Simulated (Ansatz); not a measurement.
# Response to strain in GaN

The reference is GaN in the wurtzite structure (space group P6_3mc, No. 186).

```xyz
4
Lattice="3.1831 0.0000 0.0000 -1.5916 2.7567 0.0000 0.0000 0.0000 5.1836" Properties=species:S:1:pos:R:3 pbc="T T T"
Ga     1.5916     0.9189     0.0051
Ga     0.0000     1.8378     2.5969
N      1.5916     0.9189     3.2357
N      0.0000     1.8378     0.6439
```

Cartesian axes are those of the cell as printed.

Strains are applied to the cell and any free atomic positions relax; under biaxial strain the out-of-plane vector relaxes too.

Method: r2SCAN in Ansatz (plane waves to 500 eV, PAW, no spin-orbit coupling).

Notes on the quantities. pressure: mean of the normal stresses, compression positive.

```csv
change,electron mass,pressure,shortest interatomic distance,width of the top valence band,band gap
base,"0.17 mₑ along c, 0.19 mₑ across (at Γ)",0.00 GPa,1.946 Å,2.85 eV,2.35 eV
"biaxial strain −3.95 %, plane normal [001], relaxed out of plane","0.16 mₑ out of plane, 0.22 mₑ in plane (at Γ)",13.64 GPa,1.901 Å,3.29 eV,2.42 eV
"biaxial strain −0.28 %, plane normal [001], relaxed out of plane","0.17 mₑ out of plane, 0.19 mₑ in plane (at Γ)",0.85 GPa,(withheld),(withheld),2.36 eV
isotropic strain +3.14 %,"0.13 mₑ along c, 0.14 mₑ across (at Γ)",-14.92 GPa,2.006 Å,2.55 eV,1.71 eV
tensor shear ε_xy = −3.59 %,–,0.03 GPa,1.934 Å,–,(withheld)
```

Problem. Complete the table.

Solution. 
- biaxial strain −0.28 %, plane normal [001], relaxed out of plane, shortest interatomic distance: 1.942 Å
- biaxial strain −0.28 %, plane normal [001], relaxed out of plane, width of the top valence band: 2.88 eV
- tensor shear ε_xy = −3.59 %, band gap: 2.10 eV

Effective masses come from finite differences of ±0.01 Å⁻¹. Semilocal Kohn–Sham gaps tend to fall short of experiment. Whether these cells are dynamically stable was not tested.

Ansatz is an electronic-structure program.
